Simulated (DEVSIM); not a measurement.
Structure: Mo/Si3N4/p-Si capacitor, at 300 K.

| layer (left to right) | material | thickness (nm) | Na (cm⁻³) |
|---|---|---|---|
| 1 | Si3N4 | 2.20 | - |
| 2 | Si | 17000 | 1.1e15 |

Metal gate on the left, work function 4.6 eV. Fixed charge at the semiconductor interface 0 cm⁻² (in units of +e); no interface traps.

Constants are typed, rounded textbook-type inputs, not results; the design itself was drawn at random and stands for no fabricated device. Values at 300 K; Nc and Nv go as T^1.5, mobilities as T to minus their exponent, the gap by Varshni's rule with the affinity fixed.

| parameter | Si3N4 | Si |
|---|---|---|
| gap (eV) | 5.1 | 1.124 |
| affinity (eV) | 2.1 | 4.05 |
| permittivity | 7.5 | 11.7 |
| Nc (cm⁻³) | - | 2.86e19 |
| Nv (cm⁻³) | - | 3.1e19 |
| Varshni α (eV/K) | - | 0.000473 |
| Varshni β (K) | - | 636 |

Simulated with DEVSIM: 1D Poisson equation in equilibrium, Boltzmann statistics, complete ionisation; no quantum confinement or tunnelling. Metal contacts follow the ideal Schottky-Mott rule: no Fermi-level pinning, no interface dipoles.

Base results: flat-band voltage (V) -0.31; capacitance of the dielectric stack (μF/cm²) 3.02; minimum of the low-frequency capacitance (μF/cm²) 0.0141; threshold voltage (band bending 2φF) (V) 0.29.

### Question
What follows from this one change: temperature 300 → 350 K?

### Answer
flat-band voltage -0.31 → -0.24 V; capacitance of the dielectric stack little changed (3.02 μF/cm²); minimum of the low-frequency capacitance 0.0141 → 0.0172 μF/cm²; threshold voltage (band bending 2φF) 0.29 → 0.24 V.

### Question
What follows from this one change: fixed charge 0 → -6.3e+12 cm^-2?

### Answer
flat-band voltage -0.31 → 0.02 V; capacitance of the dielectric stack little changed (3.02 μF/cm²); minimum of the low-frequency capacitance little changed (0.0143 μF/cm²); threshold voltage (band bending 2φF) 0.29 → 0.63 V.

### Question
What follows from this one change: Si3N4 thickness 0.0022 → 0.0019 μm?

### Answer
flat-band voltage little changed (-0.31 V); capacitance of the dielectric stack 3.02 → 3.50 μF/cm²; minimum of the low-frequency capacitance little changed (0.0141 μF/cm²); threshold voltage (band bending 2φF) little changed (0.29 V).
